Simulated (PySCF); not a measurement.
PySCF 2.14.0, R2SCAN/def2-svpd, df: W(NH)(S)(Br)(NH2) ([NH]=[W]([NH2])(=[S])[Br]), 8 atoms. The geometry is a generated start, not checked to be a minimum at this level.

```
Property                                            Result
-------------------------  -------------------------------
task                                                energy
method                                              r2scan
basis                                            def2-svpd
two-electron scheme                        density fitting
mol.max_memory                                     3000 MB
mf.max_cycle                                           100
mf.conv_tol                                1e-09 (default)
mf.grids.level                                 3 (default)
effective core potentials  those of the basis set, past Kr
basis functions                                        167
grid points                                         120840
```

```xyz
8

W     -0.2600    -0.4065     0.2171
N      0.6391    -1.4182    -0.9298
H      1.2480    -2.0685    -1.4291
S      0.3158    -0.8617     2.2762
Br    -2.6039    -0.9180     0.0552
N      0.0905     1.5039    -0.0593
H      0.4836     2.0079    -0.8652
H      0.0868     2.1611     0.7349
```

Charge 0 and multiplicity 1 are set for this test and not shown to be the ground state.

With the defaults (mf.DIIS = CDIIS, mf.diis = true, mf.level_shift = 0, mf.init_guess = minao, mf.diis_space = 8, mf.diis_damp = 0, mf.damp = 0, mf.diis_start_cycle = 1) it converges in 15 Fock builds. One run each on 2 threads, 1 BLAS thread, with these changes:
- mf.diis_space = 20
- mf.level_shift = 0.1 Hartree
- mf.diis = false
- mf.diis = false, mf.damp = 0.7, mf.diis_start_cycle = 999
- mf.DIIS = EDIIS
- mf.init_guess = 1e
- mf.init_guess = mod_huckel
- mf.diis_damp = 0.3
- mf.diis_space = 5

**Question.** Which runs fail or end elsewhere than the default run?

**Answer.** No convergence: mf.DIIS = EDIIS; mf.diis = false (the run ends without SCF convergence in 100 cycles). The rest reach the solution of the defaults.

```
setting                                                    Fock builds             end
---------------------------------------------------------  -----------  --------------
mf.diis_damp = 0.3                                                  14   same solution
the defaults                                                        15   same solution
mf.level_shift = 0.1 Hartree                                        15   same solution
mf.diis_space = 20                                                  15   same solution
mf.init_guess = mod_huckel                                          18   same solution
mf.diis_space = 5                                                   24   same solution
mf.init_guess = 1e                                                  25   same solution
mf.diis = false, mf.damp = 0.7, mf.diis_start_cycle = 999           33   same solution
mf.DIIS = EDIIS                                                    101  no convergence
mf.diis = false                                                    101  no convergence
```
